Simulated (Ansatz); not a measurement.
The parent structure is MgF₂ in the rutile structure (space group P4_2/mnm, No. 136; a = 4.699 Å, c = 3.094 Å).

Calculations: PBE, PAW, 420 eV (Ansatz, a first-principles code; scalar-relativistic without spin-orbit coupling), earlier PAW set.

One change was made to it. Results:

```csv
quantity,base,after
band gap,6.83 eV,10.17 eV
density,3.03 g/cm³,4.65 g/cm³
width of the top valence band,0.80 eV,1.39 eV
c/a ratio,0.658,0.675
```

Which change produced these results?
A. pressure 3 GPa
B. pressure 100 GPa
C. pressure −2 GPa
D. pressure 15 GPa

B, pressure 100 GPa. For comparison, the band gap in the other runs: pressure 3 GPa gives 7.03 eV; pressure −2 GPa gives 6.68 eV; pressure 15 GPa gives 7.69 eV.

Load acts through the strain it causes; cell and atoms are relaxed under it. Whether these cells are dynamically stable was not tested. Competing high-pressure phases were not computed.
